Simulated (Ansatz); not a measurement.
What biaxial strain +3.00 %, plane normal [001], relaxed out of plane does to PbSe

The reference is PbSe in the rock salt structure (space group Fm-3m, No. 225; a = 6.178 Å). Axes: x, y, z lie along the cube axes.

Modification: biaxial strain +3.00 %, plane normal [001], relaxed out of plane (Cartesian); in-plane vectors clamped, the third vector and the atoms free.

Level of theory: Ansatz (a program for electronic structure) r2SCAN, no spin-orbit coupling. Settings: 9×9×9 k-points, 0.05 eV Fermi–Dirac smearing.

| quantity | base | changed | shift |
|---|---|---|---|
| volume per atom | 29.48 Å³ | 31.08 Å³ | +1.60 Å³ |
| space group | Fm-3m (No. 225) | I4/mmm (No. 139) | – |
| energy relative to the base (free energy F) | 0 meV/atom | +20 meV/atom | +20 meV/atom |
| pressure (mean of the normal stresses, compression positive) | -0.01 GPa | -2.26 GPa | -2.25 GPa |
| band gap | 0.67 eV | 0.79 eV | +0.12 eV |
| gap character | – | direct at N | – |
| out-of-plane strain | – | -0.62 % | – |
| ratio −ε⊥/ε∥ | – | 0.21 | – |
| mean in-plane stress (compression positive) | – | -3.4 GPa | – |

Final structure (turned so that z lies along the plane normal):

```yaml
crystal:
  lattice:
    - [4.49958, 0.00000, 0.00000]
    - [0.00000, 4.49958, 0.00000]
    - [2.24979, -2.24979, 3.06975]
  atoms:
    - { symbol: Pb, position: [0.00000, 0.00000, 0.00000] }
    - { symbol: Se, position: [0.50000, 0.50000, 0.00000] }
```

Cost of the whole job for the changed cell (relaxation, final SCF and bands): around 40 core-seconds (rough).

With Pb present, leaving out spin-orbit coupling can change the band edges. No phonon test of stability was made. Labels are those of the standard path for the cell's own space group.
